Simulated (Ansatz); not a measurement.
**HfN, response to strain**

Start from HfN in the rock salt structure (space group Fm-3m, No. 225; a = 4.526 Å; relaxed with 0.1 eV smearing). Axes: x, y, z lie along the cube axes.

Strains are applied to the cell and any free atomic positions relax; under biaxial strain the out-of-plane vector relaxes too; under stress the whole cell relaxes.

Method: r2SCAN (Ansatz, a quantum-chemistry and plane-wave program), no spin-orbit coupling, earlier PAW set.

Notes on the quantities. energy relative to the base: free energy F.

| case | energy relative to the base | space group | shortest interatomic distance |
|---|---|---|---|
| base | 0 meV/atom | Fm-3m (No. 225) | 2.263 Å |
| biaxial strain −3.57 %, plane normal [001], relaxed out of plane | +72 meV/atom | I4/mmm (No. 139) | 2.182 Å |
| biaxial strain −0.75 %, plane normal [001], relaxed out of plane | +2.8 meV/atom | I4/mmm (No. 139) | 2.246 Å |
| isotropic strain −5.99 % | +0.401 eV/atom | Fm-3m (No. 225) | 2.128 Å |
| isotropic strain −3.93 % | +161 meV/atom | Fm-3m (No. 225) | 2.174 Å |
| isotropic strain +0.33 % | +1.0 meV/atom | Fm-3m (No. 225) | 2.271 Å |
| uniaxial strain ε_xx = +4.07 % | +31 meV/atom | I4/mmm (No. 139) | 2.263 Å |
| uniaxial strain ε_zz = +2.24 % | +10 meV/atom | I4/mmm (No. 139) | 2.263 Å |
| uniaxial stress, 0.5 GPa tension along x | 0.0 meV/atom | I4/mmm (No. 139) | 2.263 Å |
| tensor shear ε_xz = −1.37 % | +3.5 meV/atom | Immm (No. 71) | 2.263 Å |

Stability under load was not tested beyond the relaxation. All final runs are without spin polarisation. An odd electron count without spin: HfN.
